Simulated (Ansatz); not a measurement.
System: Hg (R-3m, No. 166, 1 atoms in the cell). Method: PBE+SOC in Ansatz (PAW).

Numerical settings: plane-wave cutoff 520 eV, 20×20×20 k mesh, Fermi–Dirac smearing 0.05 eV, PAW data made under PBE.

Cell (relaxed at this level):

Space group R-3m, hexagonal axes (No. 166); a = b = 4.224 Å, c = 5.437 Å, α = β = 90.00°, γ = 120.00°

```json
[
 {"atom": "Hg", "site": "3a", "symmetry": "-3m", "x": "0.0000", "y": "0.0000", "z": "0.0000"}
]
```
(The calculation used a cell of 1 atom; values per cell refer to that cell.)

Task: Predict the bulk modulus B0 and pressure derivative B′ of the bulk modulus.

Result: 
- bulk modulus B0: 22.4 GPa
- pressure derivative B′ of the bulk modulus: 9.9

The run finds no gap.

Note: the relaxation could not lower the start's symmetry, so the cell can be a saddle point above a distorted one; the bulk modulus comes from volumes at which shape and atoms were relaxed.

Static lattice: no zero-point or thermal effects.

Ansatz is an electronic-structure program.
